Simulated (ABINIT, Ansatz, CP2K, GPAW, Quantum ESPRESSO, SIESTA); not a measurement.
**One structure in several programs: TiCo (Pm-3m, 2 atoms in the cell)**

Self-consistent single point.

```yaml
crystal:
  lattice:
    - [2.96309, 0.00000, 0.00000]
    - [0.00000, 2.96309, 0.00000]
    - [0.00000, 0.00000, 2.96309]
  atoms:
    - { symbol: Ti, position: [0.00000, 0.00000, 0.00000] }
    - { symbol: Co, position: [0.50000, 0.50000, 0.50000] }
```

Shared settings, as Ansatz (an electronic-structure program) writes them: kpoints.mp_grid.grid = 9 9 9; scf.occupations.method = fermi_dirac; scf.occupations.width = 0.136 eV. Potentials and cutoffs stand in the table.

```csv
code,model,pressure (GPa),cutoff
CP2K,"LDA (Pade form), GPW, DZVP-MOLOPT-SR-GTH basis, GTH-PADE potentials (GTH_POTENTIALS)",-11.25,grid 600 Ry
Ansatz,"LDA (PW92), default PAW files made with PBE",-11.38,420 eV
ABINIT,"LDA (PW92), norm-conserving pseudopotentials (PseudoDojo nc-sr-04 LDA standard)",-11.33,48 Ha
Quantum ESPRESSO,"LDA (PZ), GBRV 1.5 ultrasoft (LDA) pseudopotentials",-11.58,50 Ry
GPAW,"LDA (Perdew-Wang 92), GPAW PAW datasets LDA (gpaw-data 1.0.1)",-10.79,800 eV
SIESTA,"LDA PW92, numerical atomic orbitals TZP, PseudoDojo LDA standard norm-conserving potentials (rewritten from UPF to PSML)",-13.20,grid 400 Ry
```

On Ansatz's run: spin polarisation is off.

The spread over the programs that give each value: pressure within 2.41 GPa.

CP2K and SIESTA use small atom-centred bases, whose incompleteness enters pressures, forces and empty levels differently from a plane-wave cutoff. Ansatz's pressure is given at a fixed set of plane waves, as the other plane-wave codes print theirs; with its correction for the finite basis it is -11.23 GPa. The same LDA comes in different parametrisations, which differ slightly. In the pressure, SIESTA (by 1.85) lies more than 1 GPa from the median of the plane-wave programs.

The starting cell has typed, rounded lattice constants, without a prior relaxation at this level. Its lattice was rescaled by a random factor within 2.5 % of one.

Left out of this page: Elk and FLEUR (not drawn, or without a comparable value).

Keys are those of Ansatz 0.2.
